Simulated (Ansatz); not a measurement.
We consider C11b MoSi₂, described by HSE06 (plane waves, PAW; Ansatz, a quantum-chemistry and plane-wave program).

The input as run:

Ansatz 0.2 input:
```yaml
crystal:
  lattice:
    - [-1.6032, 1.6032, 3.9239]
    - [1.6032, -1.6032, 3.9239]
    - [1.6032, 1.6032, -3.9239]
  atoms:
    - { symbol: Si, position: [0.6647, 0.6647, 0.0] }
    - { symbol: Si, position: [0.3353, 0.3353, 0.0] }
    - { symbol: Mo, position: [0.0, 0.0, 0.0] }
basis:
  ecutwfc: 460
  ecutrho_ratio: 4
  xc_grid: 2
kpoints:
  mp_grid: { grid: [12, 12, 12] }
hamiltonian:
  xc: hse06
  dispersion: none
  pseudopotentials: { kind: paw }
scf:
  occupations: { method: fermi_dirac, width: 0.05 }
  convergence: { dr2_threshold: 0.0000000003 }
output:
  forces: true
  stress: true
  eigenvalues: true
```

Output (set-up and result lines):

```
WARN output.stress: scf.exx.energy_threshold = 1e-6 eV is looser than the 3e-8 eV advised for a stress under a hybrid functional (1e-8 eV for each atom of the …
Crystal: 3 atoms, lattice volume = 40.342 Å³
Basis set: ecut = 460 eV, 897 PW (Γ), exchange–correlation on 64×64×64 points (8 copies of the dense FFT grid, shifted against one another)
Bands: 15, of which v1, the nominal top of the filled ones, is band 11 counted from 1 (10 counted from 0)
Symmetry: 16 space group operations
Space group: I4/mmm (ITA 139), of the structure as read, at distance tolerance 3.4e-5 Å
k-points: 163 of 1728
SCF iter   1: F=—  HF=-6229.122578 eV  |F-HF|=—  |Δ(HF+E_count)|=         —  Δρ=4.64e-3  dr2=8.50e-3
SCF iter   2: F=—  HF=-6229.121664 eV  |F-HF|=—  |Δ(HF+E_count)|=   9.14e-4  Δρ=2.35e-3  dr2=1.93e-3
  ...
SCF 1 converged in 8 iterations: F = -6229.121361 eV  dr2 = 5.16e-12
Crystal: 3 atoms, lattice volume = 40.342 Å³
Initial density: handed on by an earlier stage of this run
Crystal: 3 atoms, lattice volume = 40.342 Å³
SCF iter   5: F=—  HF=-6232.171328 eV  |F-HF|=—  |Δ(HF+E_count)|=   4.11e-9  Δρ=1.45e-6  dr2=9.83e-10
SCF iter   6: F=-6232.171328 eV  HF=-6232.171328 eV  |F-HF|=1.82e-12  |Δ(HF+E_count)|=  2.22e-10  Δρ=1.72e-7  dr2=2.03e-11
SCF 3 converged in 6 iterations: F = -6232.171328 eV  dr2 = 2.03e-11
Free energy (F): -6232.171328 eV
Internal energy: -6232.170214 eV  (E = F + TS)
E sigma→0 (E₀):  -6232.170771 eV
Fermi energy:    15.836458 eV
--- Forces (eV/Å), atoms counted from 1 ---
  atom   1  Si    -0.00000000    -0.00000000    -0.17697920
  atom   2  Si     0.00000000    -0.00000000     0.17697920
  atom   3  Mo     0.00000000     0.00000000     0.00000000
--- Stress (GPa, compression-positive) ---
       -3.302959       0.000000       0.000000
        0.000000      -3.302959       0.000000
       -0.000000       0.000000      -4.559626
  P = ⅓ Tr σ = -3.7218 GPa (-37.218 kbar)
```

The PAW data were made under PBE.

Note: the run has no spin polarisation, so it can have missed a magnetic state. Note: cell and atoms aren't relaxed at this level (largest force 0.18 eV/Å, pressure -3.7 GPa).
